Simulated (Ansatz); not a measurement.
**Pressure series in HfO2**

Consider HfO$_{2}$ (space group Pca2_1, No. 29; a = 5.247 Å, b = 5.031 Å, c = 5.060 Å).

Cell and atoms are relaxed at each pressure.

Method: Kohn–Sham DFT with the r2SCAN functional, run in Ansatz (a program for electronic structure) with PAW and 500 eV plane waves, no spin-orbit coupling, earlier PAW set.

Two rows of this table had their results exchanged by mistake.

```csv
pressure,volume per atom (Å³),shortest distance (Å),band gap
pressure −2 GPa,11.11,2.031,4.97 eV
pressure −1 GPa,11.18,2.033,4.96 eV
pressure 0.3 GPa,11.23,2.035,4.95 eV
pressure 0.7 GPa,11.10,2.030,4.98 eV
pressure 1.5 GPa,11.06,2.029,4.99 eV
pressure 3 GPa,10.99,2.026,5.01 eV
```

Problem. Which two?

Solution. The rows for pressure −2 GPa and pressure 0.3 GPa: the volume has to fall steadily with pressure, so 11.23 Å³ belongs to pressure −2 GPa and 11.11 Å³ to pressure 0.3 GPa.

With Hf present, leaving out spin-orbit coupling can change the band edges. Load acts through the strain it causes; cell and atoms are relaxed under it. No phonon test of stability was made. This is not the structure that HfO2 has at room temperature and ambient pressure.
